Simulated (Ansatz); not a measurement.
## Pressure series in hypothetical anti-fluorite Tl2O

The parent structure is Tl₂O in the anti-fluorite structure (space group Fm-3m, No. 225; a = 6.431 Å; a hypothetical phase, not in the database extracts checked).

Cell and atoms are relaxed at each pressure.

Level of theory: PBEsol (Ansatz, a first-principles code, PAW, scalar-relativistic without spin-orbit coupling).

```json
[
 {"case": "base", "shortest interatomic distance": "2.785 Å", "density": "10.61 g/cm³"},
 {"case": "pressure −2 GPa", "shortest interatomic distance": "2.828 Å", "density": "10.13 g/cm³"},
 {"case": "pressure −1 GPa", "shortest interatomic distance": "2.805 Å", "density": "10.38 g/cm³"},
 {"case": "pressure 0.3 GPa", "shortest interatomic distance": "2.780 Å", "density": "10.67 g/cm³"},
 {"case": "pressure 0.7 GPa", "shortest interatomic distance": "2.772 Å", "density": "10.75 g/cm³"},
 {"case": "pressure 1.5 GPa", "shortest interatomic distance": "2.758 Å", "density": "10.91 g/cm³"},
 {"case": "pressure 3 GPa", "shortest interatomic distance": "2.735 Å", "density": "11.19 g/cm³"},
 {"case": "pressure 5 GPa", "shortest interatomic distance": "2.709 Å", "density": "11.52 g/cm³"},
 {"case": "pressure 7.5 GPa", "shortest interatomic distance": "2.680 Å", "density": "11.90 g/cm³"},
 {"case": "pressure 10 GPa", "shortest interatomic distance": "2.654 Å", "density": "12.25 g/cm³"}
]
```

Load acts through the strain it causes; cell and atoms are relaxed under it. No phonon test of stability was made. No other phases were tried under pressure. All final runs are without spin polarisation.
